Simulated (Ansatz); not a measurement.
# ZnS: energy against strain

ZnS (zinc blende, F-43m, 19.213 Å³/atom at rest) under an equal strain ε in the (111) plane with the normal axis free, as in a coherent film. PBEsol in Ansatz, a plane-wave DFT program (PAW, default set), 420 eV, 11×11×11 Γ-centred mesh, Fermi-Dirac smearing 0.05 eV; ions are relaxed within the symmetry of each cell.

Here s stands for strain and y for E less E0.

| strain (%) | E less E0 (meV/atom) |
|---|---|
| -1.25 | 3.03 |
| -0.83 | 1.33 |
| -0.42 | 0.33 |
| 0.00 | 0.00 |
| 0.42 | 0.34 |
| 0.83 | 1.31 |
| 1.25 | 2.95 |
| 2.50 | ? |

### Question
Using a parabola, estimate the missing y at s = 2.50 from the other rows, showing the fit.

### Answer
Least squares gives y = -0.001 - 0.0231·s + 1.9146·s². Residuals (row less fit): 0.011, -0.007, -0.016, 0.001, 0.013, 0.011, -0.012; standard error 0.015 (degrees of freedom: 4). Twice the quadratic coefficient over the volume, 2 × 1.9146 meV × 10⁴ × 0.1602 / 19.213 Å³, is twice the biaxial elastic modulus of this plane = 319 ± 1.5 GPa. At the withheld row, y = -0.001 - 0.0231 × 2.50 + 1.9146 × 2.50² = 11.908 meV/atom. The calculation gives 11.53 meV/atom, 0.378 meV/atom below the prediction (3.3 % of the range of y in the table). The row lies outside the fitted rows, so this is an extrapolation. From the scatter of the fitted rows alone, a prediction at this place has a standard error of 0.056 meV/atom, so the miss is 6.8 times that.

One order more, fitted to all 13 runs of the series, follows each within 0.01, so the miss is the next term of a smooth law. Rows are the converged runs of the series near zero and its far end; series whose fitted rows scatter by over a few per cent of the range, as at a crossing or softening among them, aren't shown in this form. Most that stay on the fit to the last digits aren't either.
